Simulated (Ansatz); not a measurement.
CO on the 1x1 (111) surface of fcc Rh, one in a 2x2 cell: adsorption energies (eV for each) against CO(g) in Ansatz (plane waves, PAW). Structures relaxed with PBE; the other functionals are single points on them, with slab and gas at the same level. No dispersion, zero-point or thermal terms. Rows are starts at which the adsorbate stayed; left out, since it moved away, changed or didn't bind there, or the run didn't converge: bridge Rh-Rh (span 2.7 Å).

Set-up: 18 atoms, 6.5 Å thick at the start under the adsorbate (thin: gaps and levels are the slab's own); mesh 6x6x1; 0.1 eV smearing; dipole correction on; 8 atoms held, the rest relaxed; each run with such symmetry as its start has; no spin, no spin-orbit, no U, no dispersion correction.

```
site                                      PBE  RPBE  r2SCAN
--------------------------------------  -----  ----  ------
top Rh                                  -1.88     ?   -2.03
hollow Rh-Rh-Rh over Rh at depth 2.2 Å  -1.90     ?   -2.03
hollow Rh-Rh-Rh over Rh at depth 4.4 Å  -1.81     ?   -1.93
```

### Question
Fill in the missing entries.

### Answer

- top Rh, RPBE: -1.59
- hollow Rh-Rh-Rh over Rh at depth 2.2 Å, RPBE: -1.52
- hollow Rh-Rh-Rh over Rh at depth 4.4 Å, RPBE: -1.44

RPBE moves the energies by 0.35 eV on average against PBE and puts 'top Rh' lowest, where PBE prefers 'hollow Rh-Rh-Rh over Rh at depth 2.2 Å'. r2SCAN moves the energies by -0.13 eV on average against PBE and the two lowest sites lie within 0.02 eV at one of the levels.

Ansatz is a quantum-chemistry and plane-wave program.
